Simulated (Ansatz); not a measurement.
**bcc V (1 1 1) on zinc-blende ZnSe (1 1 1) (film strained to the substrate, started from cuts of the bulks and a machine-learned relaxation; slabs Se4Zn4 and V12, which can lie off the formulas)**

A periodic stack without vacuum, bcc V (1 1 1) on zinc-blende ZnSe (1 1 1) (film strained to the substrate, started from cuts of the bulks and a machine-learned relaxation; slabs Se4Zn4 and V12, which can lie off the formulas): substrate slab Se4Zn4, film V12, surface cells [[-1, 1], [-1, 0]] and [[1, -1], [1, 0]], film strained by -4.3 and -4.3 %, outermost planes Zn/Se and V/V as cut, which need not be the usual terminations and can put a slab off its formula.

The start was prepared with a machine-learned potential, and the result is one local minimum, with the in-plane cell held and forces under 0.04 eV/Å; the film can end far from its bulk form.

All values below come from PBE (plane waves to 420 eV, PAW; Ansatz, a quantum-chemistry and plane-wave program). No spin–orbit coupling; the runs are not spin-polarised; PBE gaps are too small against experiment. Its k-point mesh 9×9×1, Fermi–Dirac width 0.05 eV.

```
Quantity                                                                                  Result
-------------------------------------------------------------------------------  ---------------
interface area                                                                           14.2 Å²
period                                                                                   24.74 Å
heights between the nearest atoms of the two slabs at the two interfaces         2.55 and 1.28 Å
V–Zn contacts across the interfaces within 1.22 times the sum of covalent radii   7, mean 2.87 Å
Se–V contacts across the interfaces within 1.22 times the sum of covalent radii   2, mean 2.52 Å
```

```
CELL_PARAMETERS angstrom
      4.05487     0.00000    -0.10975
      2.02787     3.51170    -0.05738
     -1.37968     1.15678    24.78779
ATOMIC_POSITIONS crystal
  Se 0.27416 0.03893 0.06521
  Se 0.70192 0.33017 0.19882
  Se 0.12566 0.62016 0.33281
  Se 0.55005 0.91077 0.46645
  Zn 0.90843 0.72165 0.01626
  Zn 0.34735 0.00758 0.16675
  Zn 0.77052 0.29750 0.30009
  Zn 0.19523 0.58811 0.43417
  V  0.30036 0.52289 0.60307
  V  0.61342 0.87039 0.56941
  V  0.68174 0.83236 0.67505
  V  0.98741 0.17857 0.63423
  V  0.06321 0.14175 0.74770
  V  0.37214 0.48653 0.71138
  V  0.44751 0.45033 0.82409
  V  0.75669 0.79576 0.78762
  V  0.83264 0.75829 0.90250
  V  0.13754 0.10567 0.85935
  V  0.20755 0.07170 0.96441
  V  0.52020 0.41457 0.93418
```
